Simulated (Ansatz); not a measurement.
Base system: GaN in the zinc blende structure (space group F-43m, No. 216; a = 4.455 Å).

The values are results of LDA/PAW in Ansatz (a first-principles code), no SOC, not measurements.

Strains are applied to the cell and any free atomic positions relax.

One change was made to it. Results:

| quantity | base | after |
|---|---|---|
| gap character | direct at Γ | direct at Γ |
| width of the top valence band | 3.86 eV | 3.64 eV |
| band gap | 1.96 eV | 1.67 eV |
| energy relative to the base (free energy F) | 0 meV/atom | +13 meV/atom |
| electron mass | 0.18 mₑ (at Γ) | 0.15 mₑ (at Γ) |

Which change produced these results?
A) isotropic strain −2.50 %
B) isotropic strain +1.50 %
C) isotropic strain −1.00 %
D) isotropic strain −3.00 %
E) isotropic strain +3.00 %

B, isotropic strain +1.50 %. For comparison, the band gap in the other runs: isotropic strain +3.00 % gives 1.38 eV; isotropic strain −3.00 % gives 2.55 eV; isotropic strain −1.00 % gives 2.15 eV; isotropic strain −2.50 % gives 2.45 eV.

Masses are band curvatures over ±0.01 Å⁻¹ around the edge. Stability against distortions was not tested. This is not the structure that GaN has at room temperature and ambient pressure.
